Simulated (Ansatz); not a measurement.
Base system: PtSe₂ in the CdI2 type structure (space group P-3m1, No. 164; layered; relaxed with 0.1 eV smearing).

```
CELL_PARAMETERS angstrom
      3.73853     0.00000     0.00000
     -1.86927     3.23766     0.00000
      0.00000     0.00000     4.63504
ATOMIC_POSITIONS crystal
  Pt 0.00000 0.00000 0.00000
  Se 0.33333 0.66667 0.27201
  Se 0.66667 0.33333 0.72799
```

Cartesian axes are those of the cell as printed.

The values are results of PBEsol-D3(BJ), PAW, 420 eV (Ansatz, a program for electronic structure; no SOC), not measurements.

The change: the cell is stretched by 1.50 % along z with no lateral relaxation, atoms relaxed at fixed cell.

**Question.** Predict the stress tensor and what it implies for the stiffness.

**Answer.** Stress of the strained cell less that of the base (GPa, compression positive):
```
   -0.8     0.0     0.0
    0.0    -0.8     0.0
    0.0     0.0    -1.3
```

Then −Δσ_ii/ε with ε = 0.0150 gives secant stiffness values (nonlinear terms included at this strain): C33 ≈ 84 GPa, C13 ≈ 54 GPa and C23 ≈ 54 GPa.

Stability against distortions was not tested. All final runs are without spin polarisation.
